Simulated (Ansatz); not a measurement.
System: zinc-blende BeS. Method: PBE0-D3(BJ) (plane waves, PAW; Ansatz, a quantum-chemistry and plane-wave program).

Numerical settings: plane-wave cutoff 460 eV, 10×10×10 k mesh, Fermi–Dirac smearing 0.01 eV, scalar-relativistic PAW data made under PBE.

Pressure at four volumes; x = ln(V/13.734 Å³). One pressure is withheld.

```tsv
V (Å³/atom)	x	P (GPa)
13.048	-0.0512	6.46
13.734	0.0000	0.39
14.223	0.0350	-3.14
14.421	0.0488	?
```

**Question.** Pass a parabola P(x) through the three rows shown, estimate the bulk modulus and its pressure derivative near zero pressure, and predict the withheld pressure.

**Answer.** Slopes between the rows: (0.39 − (6.46))/(0.0000 − (-0.0512)) = -118.55 and (-3.14 − (0.39))/(0.0350 − (0.0000)) = -100.86 GPa. Their difference over the span 0.0862 is c = 17.69/0.0862 = 205.2 GPa, so P(x) = 6.46 + (-118.55)(x − (-0.0512)) + 205.2 (x − (-0.0512))(x − (0.0000)). At the middle row B = −dP/dx = −[-118.55 + 205.2 × 0.0512] = 108.0 GPa, and B′ = dB/dP = 2c/B = 3.8. At x = 0.0488 the parabola gives -4.39 GPa; the run gives -4.41 GPa. The Birch–Murnaghan fit to the energies at all volumes has B0 = 106 GPa and B′ = 3.7.

Measured, for comparison: bulk modulus 105 GPa (room temperature, not corrected to a static lattice; as tabulated in Narayana, Nesamony, Ruoff, Phys. Rev. B 56, no. 22 (1997)). Computed (rounded) less measured: bulk modulus +1.0 %.
